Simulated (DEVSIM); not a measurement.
Structure: Ru/AlN/p-Ge capacitor, at 400 K.

```
layer (left to right)  material  thickness (nm)  Na (cm⁻³)
---------------------  --------  --------------  ---------
1                           AlN            26.0          -
2                            Ge             490     7.5e16
```

Metal gate on the left, work function 4.7 eV. Fixed charge at the semiconductor interface 2.6e10 cm⁻² (in units of +e); no interface traps.

This is a model device: material constants are rounded textbook-type values typed into the input, and sizes, dopings and lifetimes were drawn at random. Values at 300 K; Nc and Nv go as T^1.5, mobilities as T to minus their exponent, the gap by Varshni's rule with the affinity fixed.

```tsv
parameter	AlN	Ge
gap (eV)	6.1	0.664
affinity (eV)	1.9	4
permittivity	8.5	16
Nc (cm⁻³)	-	1.04e19
Nv (cm⁻³)	-	6e18
Varshni α (eV/K)	-	0.000477
Varshni β (K)	-	235
```

Model (solved in DEVSIM): 1D Poisson equation in equilibrium, Boltzmann statistics, complete ionisation; no quantum confinement or tunnelling. Metal contacts follow the ideal Schottky-Mott rule: no Fermi-level pinning, no interface dipoles.

**Question.** Give the band bending (positive: bands bend down) and minority sheet density.

**Answer.** 
```json
[
 {"Vg (V)": "-1.2", "ψs (V)": "-0.165", "minority carriers (cm⁻²)": "1.2e9"},
 {"Vg (V)": "-0.6", "ψs (V)": "-0.127", "minority carriers (cm⁻²)": "1.2e9"},
 {"Vg (V)": "0", "ψs (V)": "-0.053", "minority carriers (cm⁻²)": "1.3e9"},
 {"Vg (V)": "0.6", "ψs (V)": "0.152", "minority carriers (cm⁻²)": "3.3e9"},
 {"Vg (V)": "1.2", "ψs (V)": "0.369", "minority carriers (cm⁻²)": "4.5e11"},
 {"Vg (V)": "1.8", "ψs (V)": "0.425", "minority carriers (cm⁻²)": "1.4e12"},
 {"Vg (V)": "2.4", "ψs (V)": "0.455", "minority carriers (cm⁻²)": "2.4e12"}
]
```
